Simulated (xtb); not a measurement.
xtb 6.7.1, GFN1-xTB: Nb(OMe)3(NH2)2 (C[O][Nb]([NH2])([NH2])([O]C)[O]C), 22 atoms. The geometry is a generated start, not checked to be a minimum at this level.

| Item | Result |
|---|---|
| method | GFN1-xTB |
| --acc | 1 (default) |
| --etemp (K) | 300 (default) |
| detailed input (--input) | none: ANC optimiser, Lindh (1995) Hessian, microcycle=20, maxdispl=1.0, hlow=0.01 (default) |
| basis functions | 68 |
| valence electrons | 58 |

```xyz
22

Nb     0.1572    -0.0817     0.2767
O     -1.3779     0.8230     0.0997
C     -2.5647     1.5131     0.1197
H     -2.4120     2.5561    -0.1994
H     -3.3001     1.0486    -0.5552
H     -2.9862     1.5203     1.1372
O      0.2933    -0.3618    -1.6394
C     -0.4451    -0.0120    -2.7516
H      0.1860     0.5411    -3.4667
H     -0.8286    -0.9127    -3.2563
H     -1.3047     0.6284    -2.4808
O      1.6724    -0.9741     0.5141
C      2.8572    -1.6457     0.6532
H      3.3436    -1.7686    -0.3273
H      3.5373    -1.0895     1.3176
H      2.6870    -2.6437     1.0862
N     -0.7795    -1.3091     1.5850
H     -0.3546    -2.0966     2.0692
H     -1.7744    -1.2984     1.7947
N      0.9579     1.5262     1.2013
H      0.5096     2.4335     1.3216
H      1.9265     1.6035     1.5005
```

Charge 0 and multiplicity 1 are set for this test and not shown to be the ground state.

The structure is relaxed from this start with --opt LEVEL for the levels crude, sloppy, loose, lax, normal, tight, vtight, extreme, once each. Up to the end of the extreme run atoms move by at most 0.94 Å along an axis.

Task: What is the loosest level that ends within 5 meV of the extreme run, and how many cycles does it take?

Result: lax: 28 cycles against 62, ending 2.9 meV above.

```json
[
 {"level": "crude", "cycles": "4", "energy above the extreme run (meV)": "55", "gradient norm (eV/Å)": "0.24"},
 {"level": "sloppy", "cycles": "6", "energy above the extreme run (meV)": "51", "gradient norm (eV/Å)": "0.14"},
 {"level": "loose", "cycles": "6", "energy above the extreme run (meV)": "51", "gradient norm (eV/Å)": "0.14"},
 {"level": "lax", "cycles": "28", "energy above the extreme run (meV)": "2.9", "gradient norm (eV/Å)": "0.061"},
 {"level": "normal", "cycles": "37", "energy above the extreme run (meV)": "0.16", "gradient norm (eV/Å)": "0.018"},
 {"level": "tight", "cycles": "39", "energy above the extreme run (meV)": "0.097", "gradient norm (eV/Å)": "0.012"},
 {"level": "vtight", "cycles": "45", "energy above the extreme run (meV)": "0.073", "gradient norm (eV/Å)": "0.0031"},
 {"level": "extreme", "cycles": "62", "energy above the extreme run (meV)": "—", "gradient norm (eV/Å)": "0.0020"}
]
```
